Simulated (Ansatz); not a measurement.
Ta2N under a change: N → F

Consider Ta2N in the anti-CdI2 type structure (space group P-3m1, No. 164; a = 3.0506 Å, c = 4.7988 Å).

It is then changed as follows: full substitution N → F; the structure is relaxed again.

Level of theory: PBEsol-D3(BJ)/PAW in Ansatz (a program for electronic structure), no SOC. Settings: 17×17×9 k-points, 0.05 eV Fermi–Dirac smearing, for the changed cell.

```yaml
volume_per_atom: 15.83 Å³ (base 12.89 Å³)
density: 13.32 g/cm³ (base 16.14 g/cm³)
lattice_parameter_a: 3.128 Å (base 3.051 Å)
c/a ratio: 1.792 (base 1.573)
space_group: P-3m1 (No. 164) (base P-3m1 (No. 164))
shortest_interatomic_distance: 2.596 Å (base 2.145 Å)
band_gap: zero (base zero)
```

No phonon test of stability was made. As relaxed here, Ta2F is a hypothetical phase, not in the database extracts checked. No Hubbard U is applied, and correlation can decide whether such a compound is a metal. The final runs are not spin-polarised. An odd electron count without spin: Ta2F and Ta2N. Ta2F has a high density of states at the Fermi level and may be magnetic at this level.
